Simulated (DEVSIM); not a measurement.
Device: abrupt InP p-n junction, at 300 K.

```tsv
layer (left to right)	material	thickness (μm)	Nd (cm⁻³)	Na (cm⁻³)	τn (s)	τp (s)
1	InP	1.60	-	9.4e15	8.2e-8	8.2e-8
2	InP	0.420	3.8e15	-	8.2e-8	8.2e-8
```

Left contact: ohmic. Right contact: ohmic. Voltage is applied to the left contact. Recombination: SRH at mid-gap, radiative, Auger. Mobility is μmin + (μ − μmin)/(1 + (N/Nref)^α).

The device is made up for the run: typed textbook-type constants, with dimensions and the other settings drawn at random. Values at 300 K.

```
parameter          InP
-------------  -------
gap (eV)         1.344
affinity (eV)     4.38
permittivity      12.5
Nc (cm⁻³)       5.7e17
Nv (cm⁻³)       1.1e19
μn (cm²/Vs)       5200
μp (cm²/Vs)        170
μn,min             400
μp,min              10
Nref,n            3e17
Nref,p          4.9e17
αn                0.47
αp                0.62
B (cm³/s)      1.2e-10
Cn (cm⁶/s)       9e-31
Cp (cm⁶/s)       9e-31
```

Simulated with DEVSIM: 1D drift-diffusion, Boltzmann statistics, complete ionisation; no tunnelling, impact ionisation, image-force lowering or self-heating.

Tabulate band edges, carrier densities and field at 1.0 V on the left contact.

Energies count from the Fermi level of the right contact; mesh points crowd at the junctions.

| x (μm) | Ec (eV) | Ev (eV) | n (cm⁻³) | p (cm⁻³) | field (V/cm) |
|---|---|---|---|---|---|
| 0.000 | 0.161 | -1.183 | < 1e2 | 9.4e15 | 110 |
| 0.01666 | 0.162 | -1.183 | 7.9e12 | 9.4e15 | 110 |
| 0.04454 | 0.162 | -1.182 | 2.1e13 | 9.4e15 | 110 |
| 0.09117 | 0.162 | -1.182 | 4.3e13 | 9.4e15 | 110 |
| 0.2116 | 0.164 | -1.180 | 9.6e13 | 9.5e15 | 110 |
| 0.3706 | 0.165 | -1.179 | 1.6e14 | 9.6e15 | 110 |
| 0.6365 | 0.168 | -1.176 | 2.7e14 | 9.7e15 | 110 |
| 1.091 | 0.173 | -1.171 | 4.2e14 | 9.8e15 | 100 |
| 1.306 | 0.175 | -1.169 | 4.8e14 | 9.9e15 | 96 |
| 1.434 | 0.176 | -1.168 | 5.3e14 | 9.7e15 | -21 |
| 1.511 | 0.174 | -1.170 | 6.1e14 | 8.8e15 | -660 |
| 1.569 | 0.165 | -1.179 | 8.9e14 | 6.1e15 | -2700 |
| 1.591 | 0.158 | -1.187 | 1.2e15 | 4.4e15 | -4400 |
| 1.605 | 0.151 | -1.193 | 1.6e15 | 3.3e15 | -4700 |
| 1.633 | 0.140 | -1.204 | 2.4e15 | 2.2e15 | -3000 |
| 1.669 | 0.132 | -1.212 | 3.3e15 | 1.5e15 | -1500 |
| 1.726 | 0.127 | -1.217 | 4.0e15 | 1.0e15 | -460 |
| 1.810 | 0.126 | -1.218 | 4.3e15 | 6.9e14 | 43 |
| 1.923 | 0.127 | -1.217 | 4.1e15 | 3.2e14 | 200 |
| 1.970 | 0.128 | -1.216 | 3.9e15 | 1.7e14 | 220 |
| 1.999 | 0.129 | -1.215 | 3.9e15 | 7.3e13 | 230 |
| 2.020 | 0.130 | -1.214 | 3.8e15 | < 1e2 | 230 |
